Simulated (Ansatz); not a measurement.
# Carrier doping in hypothetical P6_422 BeS

Base system: BeS (space group P6_422, No. 181; a = 3.424 Å, c = 7.746 Å; a hypothetical phase, not in the database extracts checked).

Carriers are added at fixed cell with a uniform background; the Fermi–Dirac width is that of 300 K.

Computed with PBEsol (Ansatz, a first-principles code), no SOC.

Notes on the quantities. Fermi level from band edge: Fermi level relative to the doped band's edge (positive inside the band; to 0.05 eV).

```csv
hole density (10^21 cm⁻³),Fermi level from band edge (eV)
3,0.50
7,?
10,0.80
20,1.00
```

Question: Fit E_F = C n^s, fitted as a line in log–log form (a parabolic band gives s = 2/3) to the rows shown and predict the withheld row.

Answer: Least squares on the printed values gives C = 0.34 eV, s = 0.37 (largest residual 0.02 eV); this predicts 0.69 eV, and the run gives 0.70 eV, in agreement.

Charged cell with a jellium background: band edges are those of the host's band count, energies are not comparable with the neutral cell, and many-body gap narrowing is missing. Whether these cells are dynamically stable was not tested. The base started in P3_121 and relaxed to P6_422 at this level.
